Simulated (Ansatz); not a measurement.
System: white tin (β-Sn). Method: PBE+SOC (Ansatz, a program for electronic structure, PAW).

Numerical settings: plane-wave cutoff 520 eV, 20×20×20 k mesh, Fermi–Dirac smearing 0.05 eV, PAW data made under PBE.

Results at a series of volumes:

```
V (Å³/atom)  E − E_lowest (meV/atom)
-----------  -----------------------
27.273                          7.26
27.841                          1.74
28.410                          0.00
28.978                          1.62
29.546                          6.22
```

Question: What bulk modulus B0 and pressure derivative B′ does a third-order Birch–Murnaghan fit give?

Answer: V0 = 28.409 Å³/atom, B0 = 47.3 GPa, B′ = 4.9 (fit to the energies at full precision).

Shape and atoms are relaxed at each volume.

Measured, for comparison: bulk modulus 57.0 GPa (temperature not stated, not corrected to a static lattice; as tabulated in Chen et al. (2023), arXiv:2209.05059). Computed (rounded) less measured: bulk modulus -17 %.

Note: the bulk modulus comes from volumes at which shape and atoms were relaxed.

The computed numbers hold no vibrational or temperature effects.
